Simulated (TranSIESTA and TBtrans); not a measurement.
System: (4,4) carbon nanotube with one Si atom in a single vacancy. Geometry: 33 atoms about the centre moved by GFN1-xTB to a largest force of 0.03 eV/Å, all others as built.

Run with TranSIESTA and TBtrans (open boundaries, self-consistent; PseudoDojo norm-conserving potentials, scalar-relativistic): Spin polarized, PAO.BasisSize SZP, PAO.EnergyShift 0.15 eV, XC.Authors PBE, Mesh.Cutoff 150 Ry, ElectronicTemperature 300 K, TBT.Elecs.Eta 0.001 eV.

**Question.** Give the current of both spins against bias, self-consistently and from the zero-bias transmission integrated over the bias window.

**Answer.** 
| V (V) | I self-consistent (μA) | I from the zero-bias T(E) (μA) |
|---|---|---|
| 0.2 | 27.6 | 27.6 |
| 0.4 | 55.3 | 54.7 |
| 0.6 | 82.8 | 80.8 |
| 0.8 | 110 | 105 |

Positive bias raises the left lead's chemical potential. The energy step is 0.02 eV; narrower resonances are cut or missed.

Moments were seeded on the central atoms alone, and one start was tried. Moving central atoms between leads that stay as built scatters by itself, most near band edges, so not all of the loss belongs to a defect.
